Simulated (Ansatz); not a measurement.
Take SnTe in the rock salt structure (space group Fm-3m, No. 225; a = 6.409 Å) as the base.

Calculations: Ansatz (a quantum-chemistry and plane-wave program) PBE, no spin-orbit coupling.

Base values:

The volume per atom is 32.91 Å³ and the band gap is 0.05 eV.

Now apply this change: a hydrostatic pressure of 22.5 GPa.

Question: What happens to the volume per atom and band gap?

Answer: The volume per atom shrinks by 8.36 Å³ (32.91 Å³ → 24.55 Å³); the band gap changes from 0.05 eV to zero.

Spin-orbit coupling, missing from the scalar runs, can matter with Te. Load acts through the strain it causes; cell and atoms are relaxed under it. No phonon test of stability was made. Competing high-pressure phases were not computed. The final runs are not spin-polarised. A zero or small gap of SnTe can be the functional's error rather than a property of the material.
